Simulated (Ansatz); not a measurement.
## HfN: energy against volume

HfN (rock salt, Fm-3m, 11.403 Å³/atom and stress up to 0.01 GPa in the relaxed cell, cube axes along x, y and z) under hydrostatic pressure, with the cell free. PBEsol in Ansatz, a plane-wave DFT program (PAW, default set), 420 eV, 18×18×18 Γ-centred mesh, Fermi-Dirac smearing 0.05 eV; ions are relaxed, or left where forces stay under 0.02 eV/Å, within the symmetry of each cell.

Here V stands for volume and E for E less E0.

| volume (Å³/atom) | E less E0 (meV/atom) | pressure (GPa) |
|---|---|---|
| 11.4842 | 0.51 | -1.99 |
| 11.4429 | 0.13 | -0.99 |
| 11.4026 | 0.00 | 0.01 |
| 11.3675 | 0.10 | 0.89 |
| 11.3201 | 0.52 | 2.10 |
| 11.2294 | 2.38 | 4.50 |
| 11.0687 | 9.10 | 9.00 |
| 10.8715 | 23.78 | 15.00 |
| 10.4458 | ? | ? |

Taking the third-order Birch-Murnaghan form, a cubic in V^(-2/3) for E over the 8 complete rows: With u = V^(-2/3) - 0.1989, the rows have u = -0.0024436, -0.0019712, -0.0015075, -0.0011013, -0.0005496, 0.0005171, 0.0024426, 0.0048701. Least squares gives E = 1.317 + 1754.9·u + 584751·u² + 415227·u³. Residuals (row less fit): -0.004, 0.003, 0.001, 0.007, -0.009, -0.001, 0.002, -0.001; standard error 0.006 (degrees of freedom: 4). Its minimum lies at u = -0.0015030, so V0 = (0.1973970)^(-3/2) = 11.40. There d²E/du² = 1166000 and d³E/du³ = 2491000, so B0 = (4/9) × 11.40^(-7/3) × 1166000 × 0.160218 = 284 GPa (the last factor turns the table's units into GPa), and B0' = 4 + (2/3) × 0.1973970 × (2491000)/1166000 = 4.3. B0' rests on the cubic coefficient alone and has a standard error of 0.2 from these residuals.

Q: Predict the withheld E at V = 10.4458 from the fit, and compare with the calculation.

A: u = 0.0103693, so E = 1.317 + 1754.9 × 0.0103693 + 584751 × 0.0103693² + 415227 × 0.0103693³ = 82.851 meV/atom. The calculation gives 82.86 meV/atom, 0.009 meV/atom above the prediction (0.0 % of the range of E in the table). The row lies outside the fitted rows, so this is an extrapolation. From the scatter of the fitted rows alone, a prediction at this place has a standard error of 0.177 meV/atom, so the miss is 0.1 times that.

In a metal these values are sensitive to mesh and smearing; energies are taken to zero smearing, stresses follow the free energy. Other structures, which can take over under pressure, weren't tried. The same form fitted to the pressure column gives B0' = 4.2; series where the two differ by over 0.4 aren't shown. Rows are the converged runs of the series near zero and its far end, less any whose ions stayed unrelaxed beside relaxed ones; series whose fitted rows scatter by over a few per cent of the range, as at a crossing or softening among them, aren't shown in this form.
